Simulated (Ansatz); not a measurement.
For wurtzite BN (high-pressure phase), PBE-D3(BJ) (Ansatz, a program for electronic structure, PAW) gives:

```
Property               Value
-------------------  -------
lattice parameter a  2.542 Å
lattice parameter c  4.204 Å
```

Question: What does PBE0 in Ansatz (plane waves, PAW) give for the same quantities?

Answer: 
- lattice constant a: 2.535 Å (shrinks by 0.3 %)
- lattice parameter c: 4.191 Å (falls by 0.3 %)

For comparison: lattice constant a 2.55 Å (measured, temperature not stated, not corrected to a static lattice; as tabulated in Doll et al. (2008), arXiv:0810.5476); lattice parameter c 4.2 Å (measured, temperature not stated, no zero-point or thermal correction; as tabulated in Doll et al. (2008), arXiv:0810.5476).

Changes are worked out from the printed values.

Unless a cell is named, each level is at its own relaxed cell (PBE-D3(BJ) 5.88, PBE0 5.83 Å³/atom).

Ansatz's density-functional and Hartree–Fock values are scalar-relativistic unless marked +SOC, with PAW data made under PBE.
